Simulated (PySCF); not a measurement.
PySCF 2.14.0, PBE0/def2-svp, df: Si(GeH3)3(OH) (O[Si]([GeH3])([GeH3])[GeH3]), 15 atoms. The geometry is a generated start, not checked to be a minimum at this level.

| Quantity | Value |
|---|---|
| task | energy |
| method | pbe0 |
| basis | def2-svp |
| two-electron scheme | density fitting |
| mol.max_memory | 3000 MB |
| mf.max_cycle | 100 |
| mf.conv_tol | 1e-09 (default) |
| mf.grids.level | 3 (default) |
| basis functions | 178 |
| grid points | 193264 |

```xyz
15

O      0.3299    -0.2931    -1.9744
Si     0.0656    -0.0288    -0.3851
Ge     0.4536     2.2752    -0.2665
Ge     1.5866    -1.3077     0.8843
Ge    -2.1410    -0.6463     0.1773
H      0.2332    -1.1536    -2.3736
H      1.5155     2.7714    -1.1973
H     -0.7415     3.1288    -0.5729
H      0.9024     2.7570     1.0820
H      1.6673    -2.7515     0.4617
H      1.3083    -1.3896     2.3552
H      3.0195    -0.8630     0.8241
H     -3.1470    -0.5579    -0.9368
H     -2.2759    -2.0746     0.6327
H     -2.7765     0.1337     1.2893
```

With the defaults (mf.DIIS = CDIIS, mf.diis = true, mf.init_guess = minao, newton = off, mf.diis_space = 8, mf.level_shift = 0) it converges in 12 Fock builds. One run each on 2 threads, 1 BLAS thread, with these changes:
- mf.init_guess = 1e
- mf.init_guess = sap
- mf.DIIS = EDIIS
- mf.diis_space = 5
- mf.DIIS = ADIIS
- mf.diis = false
- newton = Hessian by the SCF's own integrals
- mf.init_guess = mod_huckel
- mf.level_shift = 0.1 Hartree

Name the settings that don't reach the solution of the defaults.

No convergence: mf.DIIS = EDIIS; mf.diis = false (the run ends without SCF convergence in 100 cycles). The rest reach the solution of the defaults.

```
setting                                      Fock builds             end
-------------------------------------------  -----------  --------------
the defaults                                          12   same solution
mf.init_guess = mod_huckel                            12   same solution
mf.diis_space = 5                                     12   same solution
mf.level_shift = 0.1 Hartree                          12   same solution
mf.init_guess = sap                                   13   same solution
mf.DIIS = ADIIS                                       16   same solution
mf.init_guess = 1e                                    24   same solution
newton = Hessian by the SCF's own integrals           31   same solution
mf.DIIS = EDIIS                                      101  no convergence
mf.diis = false                                      101  no convergence
```

Under newton the count holds the products with the orbital Hessian.
